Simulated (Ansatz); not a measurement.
A computed series for AlRu: response to strain

Start from AlRu in the CsCl type structure (space group Pm-3m, No. 221; a = 2.9770 Å; relaxed with 0.1 eV smearing).

Strains are applied to the cell and any free atomic positions relax.

The values are results of PBEsol (Ansatz, a program for electronic structure, PAW, spin-orbit coupling left out), not measurements.

Notes on the quantities. energy relative to the base: free energy F.

| case | energy relative to the base | shortest interatomic distance | pressure |
|---|---|---|---|
| base | 0 meV/atom | 2.578 Å | 0.0 GPa |
| isotropic strain −3.00 % | +81 meV/atom | 2.501 Å | 24.4 GPa |
| isotropic strain −2.50 % | +55 meV/atom | 2.514 Å | 19.6 GPa |
| isotropic strain −2.00 % | +35 meV/atom | 2.527 Å | 15.1 GPa |
| isotropic strain −1.50 % | +19 meV/atom | 2.540 Å | 10.9 GPa |
| isotropic strain −1.00 % | +8.4 meV/atom | 2.552 Å | 7.0 GPa |
| isotropic strain +0.50 % | +2.0 meV/atom | 2.591 Å | -3.2 GPa |
| isotropic strain +1.00 % | +7.8 meV/atom | 2.604 Å | -6.1 GPa |
| isotropic strain +2.00 % | +30 meV/atom | 2.630 Å | -11.4 GPa |
| isotropic strain +3.00 % | +66 meV/atom | 2.656 Å | -15.9 GPa |

Whether these cells are dynamically stable was not tested. The final runs are not spin-polarised.
